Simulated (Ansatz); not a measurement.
A one-dimensional W body, 25 atoms a period, stretched and compressed along its axis from its relaxed period of 3.112 Å, atoms relaxed at each length.

```
CELL_PARAMETERS angstrom
     20.00000     0.00000     0.00000
      0.00000    20.00000     0.00000
      0.00000     0.00000     3.11176
ATOMIC_POSITIONS crystal
  W  0.28306 0.28306 0.00000
  W  0.27777 0.50000 0.00000
  W  0.27765 0.38728 0.50000
  W  0.28306 0.71694 0.00000
  W  0.27765 0.61272 0.50000
  W  0.38728 0.27765 0.50000
  W  0.50000 0.27777 0.00000
  W  0.38742 0.38742 0.00000
  W  0.38742 0.50000 0.50000
  W  0.50000 0.50000 0.00000
  W  0.50000 0.38742 0.50000
  W  0.38742 0.61258 0.00000
  W  0.38728 0.72235 0.50000
  W  0.50000 0.72223 0.00000
  W  0.50000 0.61258 0.50000
  W  0.61272 0.27765 0.50000
  W  0.71694 0.28306 0.00000
  W  0.61258 0.38742 0.00000
  W  0.61258 0.50000 0.50000
  W  0.72223 0.50000 0.00000
  W  0.72235 0.38728 0.50000
  W  0.61258 0.61258 0.00000
  W  0.61272 0.72235 0.50000
  W  0.71694 0.71694 0.00000
  W  0.72235 0.61272 0.50000
```

The numbers are results of PBE (plane waves to 420 eV, PAW; Ansatz, a quantum-chemistry and plane-wave program), not measurements. Mesh 1×1×20. No spin polarisation, so a magnetic state wasn't tested. Isolated but for its images some 11 Å away. A hypothetical model. It keeps the symmetry and period of its start, so it need not be a minimum against all distortions. Values not marked SOC lack spin–orbit coupling. Buckling under compression is shut out by symmetry and the short period. Energies are free energies at a Fermi–Dirac width of 0.05 eV, from the unstrained cell.

```csv
strain (%),energy (meV a period),axial force (nN)
-3.0,+379,-13.19
-1.5,+94,-6.49
0.0,0,+0.01
+1.5,+101,+6.91
+3.0,+400,+13.49
+6.0,+1519,+24.40
```

The slope of the force at zero strain is 450 nN.
